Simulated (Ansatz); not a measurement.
**Pressure series in CrCuO2**

Consider CrCuO2 (space group R-3m, No. 166; a = 3.013 Å, c = 17.112 Å (hexagonal axes); ferromagnetic).

Cell and atoms are relaxed at each pressure.

Level of theory: PBE (Ansatz, a program for electronic structure, PAW, scalar-relativistic without spin-orbit coupling).

| variant | volume per atom | width of the top valence band | smallest direct gap |
|---|---|---|---|
| base | 11.21 Å³ | 1.69 eV | 1.29 eV |
| pressure −2 GPa | 11.36 Å³ | 1.64 eV | 1.30 eV |
| pressure −1 GPa | 11.28 Å³ | 1.67 eV | 1.30 eV |
| pressure 0.9 GPa | 11.14 Å³ | 1.71 eV | 1.29 eV |
| pressure 2.1 GPa | 11.06 Å³ | 1.74 eV | 1.29 eV |
| pressure 4.5 GPa | 10.90 Å³ | 1.79 eV | 1.29 eV |
| pressure 9 GPa | 10.62 Å³ | 1.88 eV | 1.28 eV |
| pressure 15 GPa | 10.30 Å³ | 1.99 eV | 1.11 eV |
| pressure 22.5 GPa | 9.95 Å³ | 2.11 eV | 0.87 eV |
| pressure 30 GPa | 9.65 Å³ | 2.22 eV | 0.63 eV |

Load acts through the strain it causes; cell and atoms are relaxed under it. Stability against distortions was not tested. Competing high-pressure phases were not computed. No Hubbard U is applied and the magnetic state is the run's own (CrCuO2 ferromagnetic); other magnetic orders, which need larger cells, were not tried and can change the gap. Where the two band edges lie in opposite spin channels, the gap is a spin-flip gap.
